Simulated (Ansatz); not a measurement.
Consider Ru-vacancy pair (Ru on one host Cu site, one Cu site vacant) in fcc Cu, neutral cell. All values below come from PBE, PAW (plane waves to 420 eV; Ansatz, a quantum-chemistry and plane-wave program).

32-site cell at the relaxed PBE lattice, a 2×2×2 k-point mesh shifted by half a step, smearing 0.10 eV, spin-restricted, no finite-size correction. Energies are static. Forms of the defect that were not tried may lie lower. The start lies 0.11 eV above the lowest site run (PBE).

Barriers: single points on a 4×4×4 k-point mesh shifted by half a step at the bands' geometries (they differ from the bands' own by up to 0.10 eV, and are uncertain by about as much).

The step: a nearby Cu atom hops onto the vacant site (Ru-vacancy distance between ideal sites 2.57 → 3.63 Å). Atoms about the jump, Cartesian Å from the middle of the jump, before and after:

```json
[
 {"atom": "Cu1", "x0": "0.00", "y0": "0.87", "z0": "-0.89", "x1": "0.00", "y1": "-0.87", "z1": "0.89"},
 {"atom": "Cu2", "x0": "1.79", "y0": "0.89", "z0": "0.90", "x1": "1.81", "y1": "0.91", "z1": "0.88"},
 {"atom": "Cu3", "x0": "-1.80", "y0": "0.89", "z0": "0.90", "x1": "-1.81", "y1": "0.91", "z1": "0.88"},
 {"atom": "Cu4", "x0": "-1.82", "y0": "-0.89", "z0": "-0.90", "x1": "-1.81", "y1": "-0.87", "z1": "-0.92"},
 {"atom": "Cu5", "x0": "1.82", "y0": "-0.89", "z0": "-0.90", "x1": "1.81", "y1": "-0.88", "z1": "-0.92"},
 {"atom": "Cu6", "x0": "0.00", "y0": "2.71", "z0": "0.91", "x1": "0.00", "y1": "2.69", "z1": "0.89"},
 {"atom": "Cu7", "x0": "0.00", "y0": "-0.89", "z0": "-2.74", "x1": "0.00", "y1": "-0.88", "z1": "-2.73"},
 {"atom": "Ru8", "x0": "0.00", "y0": "-2.68", "z0": "-0.88", "x1": "0.00", "y1": "-2.72", "z1": "-0.92"},
 {"atom": "Cu9", "x0": "0.00", "y0": "0.90", "z0": "2.70", "x1": "0.00", "y1": "0.91", "z1": "2.71"}
]
```

Task: Give the saddle-point geometry and the barrier.

Result: 
| atom | x | y | z |
|---|---|---|---|
| Cu1 | 0.00 | 0.02 | -0.06 |
| Cu2 | 1.96 | 0.93 | 0.92 |
| Cu3 | -1.95 | 0.93 | 0.93 |
| Cu4 | -1.96 | -0.94 | -0.97 |
| Cu5 | 1.97 | -0.95 | -0.97 |
| Cu6 | 0.00 | 2.63 | 0.84 |
| Cu7 | 0.00 | -0.87 | -2.71 |
| Ru8 | 0.00 | -2.66 | -0.89 |
| Cu9 | 0.00 | 0.87 | 2.63 |
It lies 0.66 eV above the start and 0.76 eV above the end. The saddle point's order was not checked, and it lies on a symmetry element of the cell, where a band can be held.
